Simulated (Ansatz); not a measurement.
Defect migration in silicon with all lengths changed by -1 %: interstitial P, charge state -1. Method: PBE, PAW (plane waves to 420 eV; Ansatz, an electronic-structure program).

64-site cell at the strained lattice (strain from the relaxed PBE one, atoms relaxed), a 2×2×2 k-point mesh shifted by half a step, smearing 0.01 eV, spin-restricted, no finite-size correction. Energies are static. The charge state is imposed; whether it is stable for some Fermi level was not computed. Sites that were not tried may lie lower.

Barriers: single points on a 3×3×3 k-point mesh shifted by half a step at the bands' geometries.

The step: P moves alone to another site. Atoms about the jump, Cartesian Å from the middle of the jump, before and after:

```tsv
atom	x0	y0	z0	x1	y1	z1
P1	0.01	-0.45	0.44	-0.01	0.45	-0.44
Si2	-1.92	0.55	0.57	-1.94	0.56	0.58
Si3	0.12	-1.47	-1.48	0.11	-1.49	-1.44
Si4	-0.27	1.74	1.74	-0.27	1.71	1.75
Si5	1.22	0.21	-2.60	1.28	0.16	-2.62
Si6	1.28	-2.64	0.19	1.21	-2.61	0.24
Si7	2.43	1.53	-1.08	2.48	1.56	-1.13
Si8	2.48	-1.15	1.59	2.44	-1.10	1.55
Si9	1.10	2.93	0.26	1.13	2.91	0.26
Si10	1.13	0.24	2.93	1.10	0.24	2.95
```

Q: Where do these atoms stand at the saddle point, and how high is it?

A: 
```
atom      x      y      z
----  -----  -----  -----
P1     0.19  -0.04  -0.03
Si2   -1.81   0.51   0.53
Si3    0.14  -1.60  -1.58
Si4   -0.30   1.77   1.79
Si5    1.25   0.17  -2.60
Si6    1.25  -2.62   0.19
Si7    2.43   1.55  -1.10
Si8    2.43  -1.11   1.56
Si9    1.10   2.92   0.28
Si10   1.10   0.26   2.94
```
It lies 0.098 eV above the start and 0.098 eV above the end. The saddle point's order was not checked, and it lies on a symmetry element of the cell, where a band can be held.
